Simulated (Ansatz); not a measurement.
ZnGeP2 in the chalcopyrite structure (space group I-42d, No. 122)

```
ZnGeP2
1.0
   -2.71210     2.71210     5.35473
    2.71210    -2.71210     5.35473
    2.71210     2.71210    -5.35473
Zn Ge P
2 2 4
Direct
  0.75000   0.25000   0.50000
  0.00000   0.00000   0.00000
  0.25000   0.75000   0.50000
  0.50000   0.50000   0.00000
  0.12667   0.12500   0.50167
  0.62333   0.62500   0.49833
  0.37500   0.87333   0.99833
  0.87500   0.37667   0.00167
```

The values are results of plane-wave PAW DFT at the PBEsol level (Ansatz, an electronic-structure program, 420 eV), no SOC, not measurements. Settings: 9×9×9 k-points, 0.05 eV Fermi–Dirac smearing.

```json
{
  "volume_per_atom": "19.69 Å³",
  "density": "4.22 g/cm³",
  "band_gap": "1.07 eV, indirect, Γ → M–S (33 % along)",
  "hole_mass": "0.096 mₑ along c, 0.33 mₑ across",
  "total_energy": "-2253.833 eV/atom (σ→0; compares only within this code and set-up)"
}
```

Effective masses come from finite differences of ±0.01 Å⁻¹. No phonon test of stability was made.
